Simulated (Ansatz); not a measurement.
Input:

```
CELL_PARAMETERS angstrom
      3.40772     0.00000     0.00000
      0.00000     3.40772     0.00000
      1.70386     1.70386     2.40963
ATOMIC_POSITIONS crystal
  B  0.75000 0.25000 0.50000
  As 0.00000 0.00000 0.00000
```

Space group of this cell: F-43m, zinc blende. The cell is taken as given; by r2SCAN its mean pressure is -3.0 GPa.

These are r2SCAN (plane waves, PAW; Ansatz, a quantum-chemistry and plane-wave program) values and carry that method's errors.

The current runs along the normal of the first two printed vectors; no spin-orbit coupling. Scaled by the factor s: both lengths across the current (ions clamped). Meshes 12×12×12 and 10×10 across the current in all rows.

```json
[
 {"s": "0.98", "mean pressure (GPa)": "2.7", "band gap (eV)": "1.20"},
 {"s": "1.00", "mean pressure (GPa)": "-3.0", "band gap (eV)": "1.41"},
 {"s": "1.02", "mean pressure (GPa)": "-7.7", "band gap (eV)": "?"}
]
```

Task: Take the slope of the band gap against ln s from the two given rows, extrapolate to s = 1.02, and say what the run there gives.

Result: Slope = (1.20 − 1.41) / ln 0.98 = 10.4 eV. The line gives 1.41 + (10.4) × ln 1.02 = 1.62 eV. The run gives 1.15 eV, 0.47 eV under the line, 226 % of the predicted step.
